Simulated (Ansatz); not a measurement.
# KTaO$_{3}$ in the cubic perovskite structure (space group Pm-3m, No. 221)

Space group Pm-3m (No. 221); a = 3.9853 Å, b = 3.9853 Å, c = 3.9853 Å, α = 90.00°, β = 90.00°, γ = 90.00°

```
atom  site  symmetry       x       y       z
----  ----  --------  ------  ------  ------
K       1a      m-3m  0.0000  0.0000  0.0000
Ta      1b      m-3m  0.5000  0.5000  0.5000
O       3c    4/mm.m  0.0000  0.5000  0.5000
```

All numbers come from Ansatz (an electronic-structure program) PBEsol, scalar-relativistic without spin-orbit coupling. Settings: 8×8×8 k-points, 0.05 eV Fermi–Dirac smearing.

- Volume per atom: 12.66 Å³
- Density: 7.03 g/cm³
- Band gap: 2.14 eV, indirect, R → Γ
- Lowest conduction-band minima above the VBM: Γ 2.14 eV
- Total energy: -2602.215 eV/atom (σ→0; compares only within this code and set-up)

With Ta present, leaving out spin-orbit coupling can change the band edges. Stability against distortions was not tested.
